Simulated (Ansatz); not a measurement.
**Several settings converged on HfB2 (P6/mmm, 3 atoms in the cell)**

```yaml
crystal:
  lattice:
    - [1.57471, -2.72748, 0.00000]
    - [1.57471, 2.72748, 0.00000]
    - [0.00000, 0.00000, 3.49044]
  atoms:
    - { symbol: Hf, position: [0.00000, 0.00000, 0.00000] }
    - { symbol: B, position: [0.33333, 0.66667, 0.50000] }
    - { symbol: B, position: [0.66667, 0.33333, 0.50000] }
```

Base method: PBE (plane waves, PAW; Ansatz, a program for electronic structure).

Base settings: basis.ecutwfc = 420 eV; kpoints.mp_grid.grid = 12 12 10; hamiltonian.xc = pbe; hamiltonian.pseudopotentials = {kind: paw} (the program's default PAW files); scf.occupations.method = gaussian; scf.occupations.width = 0.1 eV.

The count of work is k-points × plane waves × bands × iterations; it is no time. Core times come from one kind of shared machine, to one figure; runs under 30 s give none.

**Zone-centre phonons against the mesh**

In this ladder: phonons.method = dfpt.

Frequencies are those of the unrelaxed cell, without the LO-TO term of polar crystals.

Only quantities that move along the ladder and can be compared are tabulated.

```csv
kpoints.mp_grid.grid,highest zone-centre frequency (cm⁻¹),lowest optical frequency (cm⁻¹),core time / last (rough)
3 3 3,603.7,432.8,–
4 4 3,781.9,424.3,–
5 5 4,828.4,426.2,–
6 6 5,749.4,435.7,–
8 8 6,760.0,430.5,–
9 9 7,795.8,431.5,–
11 11 9,795.9,435.2,0.05
18 18 14,790.3,434.3,0.2
27 27 21,792.4,434.3,1
```

Coarsest kpoints.mp_grid.grid that holds the highest zone-centre frequency within 5 cm⁻¹ of the last step, with all finer ones: 9 9 7; the step before is off by 32 cm⁻¹.

Coarsest kpoints.mp_grid.grid that holds the lowest optical frequency within 5 cm⁻¹ of the last step, with all finer ones: 6 6 5; the step before is off by 8.1 cm⁻¹.

**The size of a vacancy's supercell**

On HfB2 (P6/mmm, 3 atoms in the cell), and larger cells.

Steps: 1 x 1 x 1 supercell, one B atom taken out, nothing relaxed; 2 x 1 x 1 supercell, one B atom taken out, nothing relaxed; and so on, with the mesh thinned in proportion.

Only quantities that move along the ladder and can be compared are tabulated.

```csv
atoms,energy of the cell with the vacancy less the whole one (holds the removed atom on the program's zero: only its change counts) (eV),count of work / last,core time / last (rough)
3,159.463,0.025,–
6,159.603,0.13,–
12,159.733,0.15,–
24,159.557,0.30,0.3
36,159.446,1.6,1
54,159.350,1.0,1
```

Smallest size that holds the energy of the cell with the vacancy less the whole one (holds the removed atom on the program's zero: only its change counts) within 0.05 eV: not settled: the last two steps still differ by 0.096 eV, over half the tolerance, so the ladder does not show it.

On the base run: the starting cell has typed, rounded lattice constants, without a prior relaxation at this level. Its lattice was rescaled by up to half a per cent.

Keys are those of Ansatz 0.2.
